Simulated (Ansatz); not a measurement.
Here is the system:

```
MoTe2
1.0
    3.50440     0.00000     0.00000
   -1.75220     3.03490     0.00000
    0.00000     0.00000    13.72744
Mo Te
2 4
Direct
  0.33333   0.66667   0.75000
  0.66667   0.33333   0.25000
  0.33333   0.66667   0.11777
  0.66667   0.33333   0.61777
  0.66667   0.33333   0.88223
  0.33333   0.66667   0.38223
```

A single point on MoTe2 with a change (isotropic strain +0.22 %), its geometry relaxed with PBE-D3(BJ).

Level of theory: PBE/PAW in Ansatz (a quantum-chemistry and plane-wave program), noncollinear with spin-orbit coupling, earlier PAW set. Settings: 11×11×3 k-points, 0.05 eV Fermi–Dirac smearing.

Problem. What gap character does the calculation give?

Solution. Indirect, Γ → K–Γ (44 % along).

Problem. What band gap does the calculation give?

Solution. 0.60 eV.

Single points use the geometry relaxed with PBE-D3(BJ). No phonon test of stability was made. The cell was made from MoTe₂ in the 2H-MoS2 type structure (space group P6_3/mmc, No. 194; layered, stacked along the Cartesian z axis) by this change: isotropic strain +0.22 %.
